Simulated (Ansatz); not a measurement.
## Band gap of SbSBr (model structure, started from the BiTeI type, P3m1, No. 156, 3 atoms in the cell) at several levels of theory

No measured value is used here.

```tsv
level (code)	value (eV)
LDA (Ansatz)	1.17
PBEsol (Ansatz)	1.20
PBEsol+SOC (Ansatz)	1.03 (indirect)
HSE06 (Ansatz)	1.76
HSE06+SOC (Ansatz)	1.60
PBE0 (Ansatz)	2.37
```

Computed values are for a static lattice. Spin–orbit coupling is included only where a level's name says +SOC; with heavier elements it mostly lowers gaps and can invert bands.  Values are at the PBE-D3(BJ) cell. Cutoffs and k meshes differ between the levels. Ansatz's density-functional and Hartree–Fock values are scalar-relativistic unless marked +SOC, with PAW data made under PBE.

A model structure was made by putting elements into a prototype or built by hand; it is no filed structure, need not be a known phase, and can be a saddle point held by its symmetry.

Ansatz is an electronic-structure program.
